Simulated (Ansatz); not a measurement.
## Effective masses and thermopower of Ge under load (space group Fd-3m)

```xyz
2
Lattice="0.0000 2.8186 2.8186 2.8186 0.0000 2.8186 2.8186 2.8186 0.0000" Properties=species:S:1:pos:R:3 pbc="T T T"
Ge     0.0000     0.0000     0.0000
Ge     1.4093     1.4093     1.4093
```

Computed with r2SCAN with spin-orbit coupling, rigid bands (plane waves, PAW; Ansatz, a first-principles code). Condition of this run: hydrostatic pressure of 1.4 GPa (compression positive) (the target of the relaxation). Geometry: cell and atoms relaxed with PBEsol, then loaded as said.

* **band gap**: 0.41 eV
* **electron conductivity mass (300 K, dilute)**: 0.125 mₑ
* **hole conductivity mass (300 K, dilute)**: 0.25 mₑ
* **effective density of states N_c (300 K)**: 1.1e19 cm⁻³
* **effective density of states N_v (300 K)**: 6.1e18 cm⁻³
* **density-of-states mass, electrons**: 0.58 mₑ
* **density-of-states mass, holes**: 0.39 mₑ
* **Seebeck coefficient, n-type 1e19 cm⁻³, 300 K**: -229 μV/K
* **Seebeck coefficient, p-type 1e19 cm⁻³, 300 K**: 194 μV/K
* **best p-type power factor at 300 K for τ = 10 fs (best axis; densities from 1e16 to 1e21 cm⁻³ tried, whether or not they can be reached)**: 7.3 μW/(cm·K²) at 3e20 cm⁻³

Rigid bands; masses and Seebeck coefficients take one relaxation time τ for all states and one kind of carrier; polarons and phonon drag are left out. Geometry: cell and atoms relaxed with PBEsol.
